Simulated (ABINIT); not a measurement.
A self-consistent single point of NbIr (P4/mmm, 2 atoms in the cell) with ABINIT.

Level of theory: LDA (PW92), norm-conserving pseudopotentials (PseudoDojo nc-sr-04 LDA standard) (plane waves; ABINIT 10.0.3).

The change in words: lattice scaled by 0.98. Reference geometry:
```yaml
crystal:
  lattice:
    - [2.87823, 0.00000, 0.00000]
    - [0.00000, 2.87823, 0.00000]
    - [0.00000, 0.00000, 3.87415]
  atoms:
    - { symbol: Nb, position: [0.50000, 0.50000, 0.50000] }
    - { symbol: Ir, position: [0.00000, 0.00000, 0.00000] }
```

Reference input (self-consistent single point, DFT, LDA (PW92), plane waves, norm-conserving pseudopotentials (PseudoDojo nc-sr-04 LDA standard)): pseudos = [Nb.upf, Ir.upf]; ecut = 41 Ha; ixc = 7; occopt = 3; tsmear = 0.1 eV; ngkpt = 9 9 7; nshiftk = 1; shiftk = 0 0 0; potentials = PseudoDojo nc-sr-04 LDA standard; nband = 21; kptopt = 1; nstep = 80. This run's input differs from it in these lines:

```diff
@@ -3,3 +3,3 @@
 pseudos "Nb.upf, Ir.upf"
-acell 5.4390664237 5.4390664237 7.3210824657
+acell 5.3302843393 5.3302843393 7.1746608164
 rprim
@@ -13,3 +13,3 @@
 xcart
-         1.4391150000    1.4391150000    1.9370750000
+         1.4103325000    1.4103325000    1.8983335000
          0.0000000000    0.0000000000    0.0000000000
```

Output (repeated stretches shortened):

```
--- !BeginCycle
solver: {iscf: 7, nstep: 80, nline: 4, wfoptalg: 0, }
tolerances: {toldfe: 1.00E-09, }
...

     iter   Etot(hartree)      deltaE(h)  residm     vres2
 ETOT  1  -177.15863453491    -1.772E+02 2.291E-01 8.129E+02
 ETOT  2  -176.42207160793     7.366E-01 2.117E-02 5.799E+03
 ETOT  3  -177.32076394760    -8.987E-01 1.138E-02 1.633E+02
 ETOT  4  -177.34619513806    -2.543E-02 4.686E-03 1.381E+01
 ETOT  5  -177.34786108089    -1.666E-03 3.984E-03 1.939E+00
 ETOT  6  -177.34813688892    -2.758E-04 6.927E-03 4.222E-03
 ETOT  7  -177.34813747066    -5.817E-07 2.205E-03 2.181E-05
 ETOT  8  -177.34813747382    -3.156E-09 2.485E-03 2.496E-07
 ETOT  9  -177.34813747386    -3.945E-11 5.483E-04 1.741E-09
 ETOT 10  -177.34813747386     6.253E-13 5.448E-04 7.777E-11
 At SCF step   10, etot is converged :
  for the second time, diff in etot=  6.253E-13 < toldfe=  1.000E-09

 Cartesian components of stress tensor (hartree/bohr^3)
  sigma(1 1)= -7.12839661E-05  sigma(3 2)=  0.00000000E+00
  sigma(2 2)= -7.12839661E-05  sigma(3 1)=  0.00000000E+00
  sigma(3 3)= -2.33604675E-04  sigma(2 1)=  0.00000000E+00

 ----iterations are completed or convergence reached----

 reduced coordinates (array xred) for    2 atoms
       0.500000002187      0.500000002187      0.500000002186
       0.000000002187      0.000000002187      0.000000002186
 cartesian forces (eV/Angstrom) at end:
    1     -0.00000000000000    -0.00000000000000    -0.00000000000000
    2     -0.00000000000000    -0.00000000000000    -0.00000000000000
 frms,max,avg= 0.0000000E+00 0.0000000E+00   0.000E+00  0.000E+00  0.000E+00 e/A
   [... lines left out ...]
 Fermi (or HOMO) energy (eV) =  16.88828   Average Vxc (eV)= -14.51181
   [... lines left out ...]
total_energy        : -1.77348137473859E+02
total_energy_eV     : -4.82588824565724E+03
band_energy         : -1.14158545086284E+01
...

-Cartesian components of stress tensor (GPa)         [Pressure=  3.6891E+00 GPa]
- sigma(1 1)= -2.09724634E+00  sigma(3 2)=  0.00000000E+00
- sigma(2 2)= -2.09724634E+00  sigma(3 1)=  0.00000000E+00
- sigma(3 3)= -6.87288566E+00  sigma(2 1)=  0.00000000E+00

 Calculation completed.
```

The run converged in 10 iterations. Against the reference run the free energy goes down by 29.2 meV/atom and the pressure goes from -12.76 to 3.69 GPa.

The starting cell comes from a database of computed structures (which also holds hypothetical and non-ambient phases and stackings), without a prior relaxation at this level. For this run, on top of that: lattice scaled by 0.98. Spin polarisation is off. With a pressure of about 4 GPa the cell is away from its equilibrium volume at this level.

Cost on one core of a shared machine: roughly 60 s.
